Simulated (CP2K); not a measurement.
Band structure of SrBi₃ (Pm-3m, 4 atoms in the cell).

```xyz
4
Lattice="5.0497 0.0000 0.0000 0.0000 5.0497 0.0000 0.0000 0.0000 5.0497" Properties=species:S:1:pos:R:3 pbc="T T T"
Sr     0.0000     0.0000     0.0000
Bi     2.5248     2.5248     0.0000
Bi     0.0000     2.5248     2.5248
Bi     2.5248     0.0000     2.5248
```

Level of theory: PBEsol, GPW, DZVP-MOLOPT-SR-GTH basis, GTH-PBE potentials (GTH_POTENTIALS) (CP2K).

Settings: CUTOFF = 500 Ry; REL_CUTOFF = 50 Ry; SMEAR/METHOD = GAUSSIAN; SIGMA = 0.1 eV; KPOINTS/SCHEME = MONKHORST-PACK 5 5 5; XC_FUNCTIONAL = PBE:PBESOL; Sr/BASIS_SET = DZVP-MOLOPT-SR-GTH-q10; Sr/POTENTIAL = GTH-PBE-q10; Bi/BASIS_SET = DZVP-MOLOPT-SR-GTH-q5; Bi/POTENTIAL = GTH-PBE-q5; METHOD = GPW; EPS_DEFAULT = 1e-10; EXTRAPOLATION = USE_GUESS; NGRIDS = 5.

The starting cell comes from a database of computed structures (which also holds hypothetical and non-ambient phases and stackings), without a prior relaxation at this level. Its lattice was rescaled by a random factor within 2.5 % of one. Spin-orbit coupling is off. Values carry the incompleteness of an atom-centred basis. The potentials were made for another functional than the one used.

Levels in eV from the Fermi level, bands 9 to 14:
| point | 9 | 10 | 11 | 12 | 13 | 14 |
|---|---|---|---|---|---|---|
| Γ | -3.28 | -3.28 | 0.56 | 0.56 | 0.56 | 1.44 |
| X | -2.78 | -1.87 | -1.67 | -0.95 | -0.95 | -0.43 |
| M | -2.46 | -1.49 | -1.49 | -0.94 | -0.94 | -0.84 |
| R | -3.61 | -3.61 | -3.61 | 1.29 | 3.47 | 3.47 |

Bands cross the Fermi level along this path, so the cell is metallic at this level.

Higher empty bands are left out: an atom-centred basis made for the valence describes them poorly.
